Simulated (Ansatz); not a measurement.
## HfTe₂ (model structure, started from the rutile type, P4₂/mnm, No. 136, 6 atoms in the cell): properties by level of theory

| level (code) | lattice parameter a (Å) | lattice parameter c (Å) | cohesive energy (eV/atom) |
|---|---|---|---|
| LDA (Ansatz) | ___ | ___ | ___ |
| PBE (Ansatz) | ___ | 4.030 | 4.41 |
| PBEsol (Ansatz) | 6.907 | 3.922 | ___ |
| PBE-D3(BJ) (Ansatz) | 6.907 | ___ | ___ |

Problem. Fill in the missing entries.

Solution. 
- LDA (Ansatz, a quantum-chemistry and plane-wave program), lattice parameter a (Å): 6.850
- LDA (Ansatz), lattice parameter c (Å): 3.879
- LDA (Ansatz), cohesive energy (eV/atom): 5.35
- PBE (Ansatz), lattice parameter a (Å): 6.986
- PBEsol (Ansatz), cohesive energy (eV/atom): 4.88
- PBE-D3(BJ) (Ansatz), lattice parameter c (Å): 3.962
- PBE-D3(BJ) (Ansatz), cohesive energy (eV/atom): 4.82

Ansatz's density-functional and Hartree–Fock values are scalar-relativistic unless marked +SOC, with PAW data made under PBE.

Free atoms are spin-polarised, in the lowest state found; at levels without +SOC their spin–orbit coupling is left out.

Computed values are for the static lattice.

A model structure was made by putting elements into a prototype or built by hand; it is no filed structure, need not be a known phase, and can be a saddle point held by its symmetry.
